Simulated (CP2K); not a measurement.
Input and output of a self-consistent single point for TcN (F-43m, 2 atoms in the cell) (CP2K).

Method of the run: PBEsol, GPW, DZVP-MOLOPT-SR-GTH basis, GTH-PBE potentials (GTH_POTENTIALS) run with CP2K.

The change in words: lattice scaled by 0.98. Reference geometry:
```yaml
crystal:
  lattice:
    - [3.24618, 0.00000, 0.00000]
    - [1.62309, 2.81127, 0.00000]
    - [1.62309, 0.93709, 2.65049]
  atoms:
    - { symbol: Tc, position: [0.00000, 0.00000, 0.00000] }
    - { symbol: N, position: [0.75000, 0.75000, 0.75000] }
```

Reference input (self-consistent single point, DFT PBEsol, GPW, DZVP-MOLOPT-SR-GTH basis, GTH-PBE potentials (GTH_POTENTIALS)): CUTOFF = 500 Ry; REL_CUTOFF = 60 Ry; SMEAR/METHOD = GAUSSIAN; SIGMA = 0.272 eV; KPOINTS/SCHEME = MONKHORST-PACK 8 8 8; GAMMA_CENTERED = T; XC_FUNCTIONAL = PBE:PBESOL; Tc/BASIS_SET = DZVP-MOLOPT-SR-GTH; Tc/POTENTIAL = GTH-PBE-q15; N/BASIS_SET = DZVP-MOLOPT-SR-GTH; N/POTENTIAL = GTH-PBE-q5; METHOD = GPW. This run's input differs from it in these lines:

```diff
@@ -66,5 +66,5 @@
     &CELL
-      A 3.24617900 0.00000000 0.00000000
-      B 1.62308900 2.81127300 0.00000000
-      C 1.62308900 0.93709100 2.65049400
+      A 3.18125500 0.00000000 0.00000000
+      B 1.59062800 2.75504800 0.00000000
+      C 1.59062800 0.91834900 2.59748400
       PERIODIC XYZ
```

The program printed (abridged):

```
 SCF WAVEFUNCTION OPTIMIZATION

  Step     Update method      Time    Convergence         Total energy    Change
     1 NoMix/Diag. 0.20E+00      -     0.56668309       -91.0385475677 -9.10E+01
     2 Broy./Diag. 0.20E+00      -     0.33332279       -91.6007564605 -5.62E-01
     3 Broy./Diag. 0.20E+00      -     0.13568152       -91.0453650857  5.55E-01
     4 Broy./Diag. 0.20E+00      -     0.03549527       -90.6761976480  3.69E-01
     5 Broy./Diag. 0.20E+00      -     0.02135549       -90.6285228092  4.77E-02
     6 Broy./Diag. 0.20E+00      -     0.00462562       -90.5789375287  4.96E-02
   [... 2 lines left out ...]
     9 Broy./Diag. 0.20E+00      -     0.00014675       -90.6151746756  8.45E-04
    10 Broy./Diag. 0.20E+00      -     0.00000295       -90.6145230899  6.52E-04
    11 Broy./Diag. 0.20E+00      -     0.00000231       -90.6145371186 -1.40E-05
    12 Broy./Diag. 0.20E+00      -     0.00000011       -90.6145474306 -1.03E-05
  *** SCF run converged in    12 steps ***

  Overlap energy of the core charge distribution:               0.00000000007308
  Self energy of the core charge distribution:               -172.45835872142584
  Core Hamiltonian energy:                                     41.35988996871719
  Hartree energy:                                              51.90188161968935
  Exchange-correlation energy:                                -11.41621175488086
  Smearing free energy correction:                             -0.00174854311804
  Fermi energy:                                                 0.52722293620636

  Total energy:                                               -90.61454743055461
  Total energy (extrapolated to sigma->0):                    -90.61367315899560

   [... lines left out ...]

 STRESS| Analytical stress tensor [bar]
 STRESS|                        x                   y                   z
 STRESS|      x        9.30222597869E+04   5.66219974244E-01   4.00377207629E-01
 STRESS|      y        5.66219974244E-01   9.30208296552E+04   4.46094444301E-01
 STRESS|      z        4.00377207629E-01   4.46094444301E-01   9.30208436850E+04
 STRESS| 1/3 Trace                                             9.30213110424E+04
```

The run converged in 12 iterations. Against the reference run the free energy hardly moves (within 1 meV/atom) and the pressure goes from -8.07 to 9.30 GPa.

The starting cell comes from a database of computed structures (which also holds hypothetical and non-ambient phases and stackings), without a prior relaxation at this level. For this run, on top of that: lattice scaled by 0.98. Spin polarisation is off. Values carry the incompleteness of an atom-centred basis. The potentials were made for another functional than the one used. With a pressure of about 9 GPa the cell is away from its equilibrium volume at this level.

Cost on one core of a shared machine: roughly 80 s.
